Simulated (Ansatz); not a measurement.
Start from Rh2Ge (space group Pnma, No. 62; a = 5.491 Å, b = 4.011 Å, c = 7.578 Å). Axes: x, y, z lie along a, b, c of the conventional cell.

Method: r2SCAN (Ansatz, an electronic-structure program, PAW, scalar-relativistic without spin-orbit coupling), earlier PAW set.

Strains are applied to the cell and any free atomic positions relax; under stress the whole cell relaxes.

One change was made to it. Results:

The energy grows by 8.9 meV/atom; the shortest interatomic distance goes up by 0.0055 bohr, from 4.666 bohr to 4.671 bohr.

**Question.** Which change produced these results?
A) uniaxial strain ε_yy = −3.11 %
B) uniaxial stress, 1 GPa tension along z
C) uniaxial strain ε_zz = +5.96 %
D) tensor shear ε_xy = −2.20 %
E) tensor shear ε_xy = −3.47 %

**Answer.** D, tensor shear ε_xy = −2.20 %. For comparison, the energy relative to the base in the other runs: uniaxial strain ε_yy = −3.11 % gives +15 meV/atom; uniaxial stress, 1 GPa tension along z gives +0.2 meV/atom; tensor shear ε_xy = −3.47 % gives +22 meV/atom; uniaxial strain ε_zz = +5.96 % gives +42 meV/atom.

Without a gap, meshes like the base's 7×9×5 leave anisotropic stresses uncertain by several tenths of a GPa, and small strain energies with them. Stability under load was not tested beyond the relaxation. The final runs are not spin-polarised.
